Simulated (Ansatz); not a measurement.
We look at the energy of the reaction as written. Reaction: 1/8 cell B + 7/8 cell C → cell A. Negative: the products are lower in energy.

Cell A: a slab of TiC (rock salt, Fm-3m) cut along (100), 21 atoms, square cell of 4.33 Å (18.8 Å²), symmetry P4mm within 0.02 Å, 10.3 Å thick under 16 Å of vacuum, in-plane vectors held at the crystal's; planes from bottom to top: Ti2C2 × 5 | S, its two faces unlike (dipole correction applied); added, foreign or displaced atoms, above the top plane: S bound to 1 C at 1.76 Å; spin state with PBE: run without spin, k-point mesh 7×7×1.
```
CELL_PARAMETERS angstrom
      4.33242     0.00000     0.00000
      0.00000     4.33242     0.00000
      0.00000     0.00000    26.57536
ATOMIC_POSITIONS crystal
  C  0.00792 0.49208 0.29991
  Ti 0.00793 0.99207 0.30473
  Ti 0.50793 0.49207 0.30473
  C  0.50794 0.99206 0.30085
  Ti 0.00793 0.49207 0.38409
  C  0.00793 0.99207 0.38295
  Ti 0.50792 0.99208 0.38373
  C  0.50793 0.49207 0.38295
  C  0.00793 0.49207 0.46393
  Ti 0.00795 0.99206 0.46486
  Ti 0.50794 0.49205 0.46486
  C  0.50794 0.99206 0.46463
  Ti 0.00792 0.49208 0.54613
  C  0.00794 0.99209 0.54686
  Ti 0.50792 0.99208 0.54524
  C  0.50791 0.49206 0.54686
  C  0.00788 0.49212 0.62302
  Ti 0.00787 0.99210 0.62649
  Ti 0.50790 0.49213 0.62649
  C  0.50795 0.99205 0.62758
  S  0.00817 0.49183 0.68917
```

Cell B: a slab of TiC (rock salt, Fm-3m) cut along (100), 91 atoms, square cell of 9.19 Å (84.5 Å²), symmetry Pm within 0.02 Å, 10.3 Å thick under 16 Å of vacuum, in-plane vectors held at the crystal's; planes from bottom to top: Ti9C9 × 5 | S, its two faces unlike (dipole correction applied); added, foreign or displaced atoms, above the top plane: S bound to 1 C at 1.75 Å; spin state with PBE: run without spin, k-point mesh 3×3×1.
```
CELL_PARAMETERS angstrom
      9.19046     0.00000     0.00000
      0.00000     9.19046     0.00000
      0.00000     0.00000    26.57536
ATOMIC_POSITIONS crystal
  Ti 0.00121 0.00003 0.30415
  Ti 0.00121 0.33330 0.30415
  C  0.16785 0.16667 0.29986
  Ti 0.00126 0.66667 0.30408
  C  0.16786 0.50003 0.29978
  C  0.16786 0.83330 0.29978
  Ti 0.33452 0.99999 0.30414
  Ti 0.33452 0.33334 0.30414
  C  0.50123 0.16667 0.29979
  Ti 0.33444 0.66667 0.30409
  C  0.50121 0.50000 0.29983
  C  0.50121 0.83334 0.29983
  Ti 0.66786 0.00008 0.30408
  Ti 0.66786 0.33326 0.30408
  C  0.83450 0.16667 0.29977
  Ti 0.66785 0.66667 0.30393
  C  0.83451 0.50003 0.29984
  C  0.83451 0.83330 0.29984
  C  0.00114 0.99995 0.38261
  Ti 0.16790 0.16667 0.38364
  C  0.00114 0.33338 0.38261
  Ti 0.16785 0.50008 0.38337
  C  0.00128 0.66667 0.38245
  Ti 0.16785 0.83326 0.38337
  C  0.33457 0.99995 0.38260
  Ti 0.50129 0.16667 0.38336
  C  0.33457 0.33338 0.38260
  Ti 0.50100 0.49982 0.38328
  C  0.33443 0.66667 0.38245
  Ti 0.50100 0.83352 0.38328
  C  0.66786 0.00009 0.38245
  Ti 0.83446 0.16667 0.38337
  C  0.66786 0.33324 0.38245
  Ti 0.83472 0.49980 0.38329
  C  0.66786 0.66667 0.38250
  Ti 0.83472 0.83353 0.38329
  Ti 0.00159 0.00039 0.46454
  Ti 0.00159 0.33294 0.46454
  C  0.16789 0.16667 0.46367
  Ti 0.00122 0.66667 0.46417
  C  0.16787 0.49994 0.46421
  C  0.16787 0.83339 0.46421
  Ti 0.33416 0.00037 0.46454
  Ti 0.33416 0.33296 0.46454
  C  0.50115 0.16667 0.46420
  Ti 0.33449 0.66667 0.46415
  C  0.50129 0.50010 0.46406
  C  0.50129 0.83324 0.46406
  Ti 0.66785 0.00003 0.46416
  Ti 0.66785 0.33330 0.46416
  C  0.83460 0.16667 0.46422
  Ti 0.66784 0.66667 0.46396
  C  0.83442 0.50010 0.46407
  C  0.83442 0.83323 0.46407
  C  0.00076 0.99957 0.54629
  Ti 0.16796 0.16667 0.54657
  C  0.00076 0.33376 0.54629
  Ti 0.16786 0.50022 0.54494
  C  0.00111 0.66667 0.54572
  Ti 0.16786 0.83311 0.54494
  C  0.33497 0.99956 0.54628
  Ti 0.50141 0.16667 0.54495
  C  0.33497 0.33377 0.54628
  Ti 0.50115 0.49998 0.54484
  C  0.33461 0.66667 0.54571
  Ti 0.50115 0.83335 0.54484
  C  0.66788 0.99992 0.54572
  Ti 0.83430 0.16667 0.54493
  C  0.66788 0.33342 0.54572
  Ti 0.83450 0.50000 0.54484
  C  0.66783 0.66667 0.54591
  Ti 0.83450 0.83333 0.54484
  Ti 0.99850 0.99729 0.62539
  Ti 0.99850 0.33604 0.62539
  C  0.16769 0.16667 0.62318
  Ti 0.00164 0.66667 0.62391
  C  0.16786 0.50254 0.62831
  C  0.16786 0.83079 0.62831
  Ti 0.33716 0.99739 0.62547
  Ti 0.33716 0.33595 0.62547
  C  0.50390 0.16667 0.62828
  Ti 0.33393 0.66667 0.62394
  C  0.50112 0.49994 0.62833
  C  0.50112 0.83340 0.62833
  Ti 0.66788 0.00053 0.62393
  Ti 0.66788 0.33281 0.62393
  C  0.83214 0.16667 0.62834
  Ti 0.66774 0.66667 0.62445
  C  0.83459 0.49992 0.62829
  C  0.83459 0.83341 0.62829
  S  0.17057 0.16667 0.68907
```

Cell C: a slab of TiC (rock salt, Fm-3m) cut along (100), 11 atoms, square cell of 3.06 Å (9.4 Å²), symmetry Pm within 0.02 Å, 10.3 Å thick under 16 Å of vacuum, in-plane vectors held at the crystal's; planes from bottom to top: TiC × 5 | S, its two faces unlike (dipole correction applied); added, foreign or displaced atoms, above the top plane: S bound to 1 C at 1.76 Å; spin state with PBE: run without spin, k-point mesh 10×10×1.
```xyz
11
Lattice="3.0635 0.0000 0.0000 0.0000 3.0635 0.0000 0.0000 0.0000 26.5754" Properties=species:S:1:pos:R:3 pbc="T T T"
Ti     0.0444     0.0000     8.1101
C      1.5808     1.5317     7.9968
C      0.0467     0.0000    10.1883
Ti     1.5784     1.5317    10.2170
Ti     0.0405     0.0000    12.3636
C      1.5831     1.5317    12.3540
C      0.0442     0.0000    14.5346
Ti     1.5928     1.5317    14.5179
Ti     0.0387     0.0000    16.6622
C      1.5595     1.5317    16.6403
S      2.1025     1.5317    18.3149
```

Computed with Ansatz (plane waves, PAW), its PAW set soft_1, cutoff 420 eV, 500 eV for r2SCAN. The structures are at rest with PBE, within the held lattices; other levels are single points on them. Neutral cells; Fermi-Dirac smearing of at most 0.05 eV in the solids, energies taken to zero width. The lattices are those relaxed with PBE, so at other levels the solids can be strained, which adds to the spread. Larger cells are relaxed from a start prepared with the learned potential CHGNet, on a coarser mesh till forces fall under 0.03 eV/Å, which some starts already meet. A dispersion term (D3(BJ), or D4 for r2SCAN) was computed beside these levels and is taken off wherever the name lacks it. Space groups of crystals are read within 0.01 Å. No zero-point or thermal terms. No structure search was made; lower ones may exist. Values are for these cell sizes. The cells' k-point meshes differ in density, so the last digit is unsettled. Cell A has symmetry P4mm within 0.02 Å and got no random move, so less symmetric positions, which may lie lower, weren't tried. Cell B has symmetry Pm within 0.02 Å and got no random move, so less symmetric positions, which may lie lower, weren't tried. Cell C has symmetry Pm within 0.02 Å and got no random move, so less symmetric positions, which may lie lower, weren't tried.

Give the value at the level r2SCAN.

-0.63 eV, for 1/8 cell B + 7/8 cell C → cell A.

List the value at the remaining levels and say how far they part.


| Level | value (eV) | less r2SCAN |
|---|---|---|
| PBE | -0.57 | 0.06 |

The levels shown span only 0.06 eV, too little to tell them apart.

Ansatz is a program for electronic structure.
